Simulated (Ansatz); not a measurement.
Input and output of a self-consistent single point for N2 (Cm, 4 atoms in the cell) (Ansatz, a quantum-chemistry and plane-wave program).

Computed with LDA (PW92), default PAW files made with PBE (plane waves; Ansatz).

The change in words: 1 x 1 x 1 supercell, one N atom moved by 0.02 angstrom along z; scf.occupations.method: fixed → fermi_dirac; scf.occupations.width: default → 0.05 eV. Reference geometry:
```
N2
1.0
    4.10448     0.00000     0.00000
    0.00000     4.10448     0.00000
    0.00000     0.00000     5.37264
N
4
Direct
  0.90428   0.90428   0.00000
  0.09572   0.09572   0.00000
  0.59572   0.40428   0.50000
  0.40428   0.59572   0.50000
```

Reference input (self-consistent single point, DFT, LDA (PW92), plane waves, default PAW files made with PBE): basis.ecutwfc = 420 eV; kpoints.mp_grid.grid = 6 6 5; hamiltonian.xc = lda; hamiltonian.pseudopotentials = {kind: paw} (the program's default PAW files); scf.occupations.method = fixed. This run's input differs from it in these lines:

Ansatz 0.2 input:
```diff
@@ -6,3 +6,3 @@
   atoms:
-    - { symbol: N, position: [0.904280, 0.904280, 0.000000] }
+    - { symbol: N, position: [0.904280, 0.904280, 0.003723] }
     - { symbol: N, position: [0.095720, 0.095720, 0.000000] }
@@ -18,3 +18,3 @@
 scf:
-  occupations: { method: fixed }
+  occupations: { method: fermi_dirac, width: 0.05 eV }
 output:
```

Output, abridged:

```
SCF iter   1: F=—  HF=-1494.466795 eV  |F-HF|=—  |Δ(HF+E_count)|=         —  Δρ=7.64e-3  dr2=5.82e-2  ethr=1.77e-3  ⟨swp⟩=4.7  Hψ=4129  notcnv=0
all-band conjugate gradients solve this SCF's bands
preconditioner: auto → none
SCF iter   2: F=—  HF=-1494.459375 eV  |F-HF|=—  |Δ(HF+E_count)|=   7.42e-3  Δρ=2.47e-3  dr2=3.68e-3  ethr=2.91e-4  ⟨swp⟩=2.9  Hψ=1887  notcnv=0
   [... lines left out ...]
SCF iter   5: F=—  HF=-1494.460643 eV  |F-HF|=—  |Δ(HF+E_count)|=   1.06e-5  Δρ=1.77e-4  dr2=2.90e-5  ethr=4.18e-7  ⟨swp⟩=2.0  Hψ=1277  notcnv=0
SCF iter   6: F=—  HF=-1494.460639 eV  |F-HF|=—  |Δ(HF+E_count)|=   4.14e-6  Δρ=5.83e-5  dr2=3.09e-6  ethr=1.45e-7  ⟨swp⟩=1.0  Hψ=772  notcnv=0
SCF iter   7: F=—  HF=-1494.460638 eV  |F-HF|=—  |Δ(HF+E_count)|=   4.06e-7  Δρ=1.62e-5  dr2=2.14e-7  ethr=1.54e-8  ⟨swp⟩=1.3  Hψ=843  notcnv=0
SCF iter   8: F=-1494.460638 eV  HF=-1494.460638 eV  |F-HF|=6.35e-9  |Δ(HF+E_count)|=   2.90e-8  Δρ=4.50e-6  dr2=7.95e-9  ethr=5.00e-10  ⟨swp⟩=4.0  Hψ=2524  notcnv=0
SCF 1 converged in 8 iterations: F = -1494.460638 eV  dr2 = 7.95e-9
Free energy (F): -1494.460638 eV
Internal energy: -1494.460638 eV  (E = F + TS)
E sigma→0 (E₀):  -1494.460638 eV
Fermi energy:    -2.327264 eV
--- Forces (eV/Å), atoms counted from 1 ---
  atom   1  N      1.72173170     1.72173170    -0.04415427
  atom   2  N     -1.72180195    -1.72180195     0.04379847
  atom   3  N     -1.70568595     1.70565833     0.00017941
  atom   4  N      1.70565833    -1.70568595     0.00017941
--- Stress (GPa, compression-positive) ---
       -5.372051      -0.022303       0.059966
       -0.022303      -5.372051       0.059966
        0.059966       0.059966      -0.587091
  P = ⅓ Tr σ = -3.7771 GPa (-37.771 kbar)
  The stress holds the Pulay correction. Without it, at fixed plane waves, as pw.x and ABINIT print it: P = -4.2959 GPa
```

The run converged in 8 iterations. Against the reference run the free energy hardly moves (within 1 meV/atom), the pressure hardly changes (-3.76 to -3.78 GPa), the largest force goes from 2.412 to 2.435 eV/Å and the gap on the mesh hardly changes (6.719 to 6.718 eV).

The starting cell comes from a database of computed structures (which also holds hypothetical and non-ambient phases and stackings), without a prior relaxation at this level. Its lattice was rescaled by up to half a per cent. For this run, on top of that: 1 x 1 x 1 supercell, one N atom moved by 0.02 angstrom along z. With a pressure of about -4 GPa the cell is away from its equilibrium volume at this level. Forces in this geometry exceed 1 eV/Å. Ansatz's pressure includes its estimate of the finite-basis (Pulay) stress. Without the estimate this run gives -4.30 GPa.
